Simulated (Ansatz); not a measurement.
Structures of equal composition on the (111) surface of fcc Rh: a layer of Mg in place of the second plane; a layer of Mg in place of the third plane. The slabs share one bottom face, and each structure is named by its start. These are constructed structures in small cells; real faces may alloy, dewet or reconstruct in larger ones, and not all known structures of the face are among them. Slabs of about 11 Å, Fermi-Dirac smearing of 0.1 eV. Bottom of the slabs: a bare face, its two planes held. Relaxed from the named starts with such symmetry as they have, on meshes of like density; energies extrapolated to zero smearing; spin only where a row says so; no spin-orbit coupling, no U. Brackets mark spin-polarised runs, whose order is one that fits the cell.

Calculation: PBE (plane waves to 420 eV, PAW; Ansatz, a first-principles code).

Problem. Put the candidates in order of energy per 1x1 cell, lowest first, for PBE.

Solution. a layer of Mg in place of the second plane (0.000 eV), a layer of Mg in place of the third plane (0.343 eV)
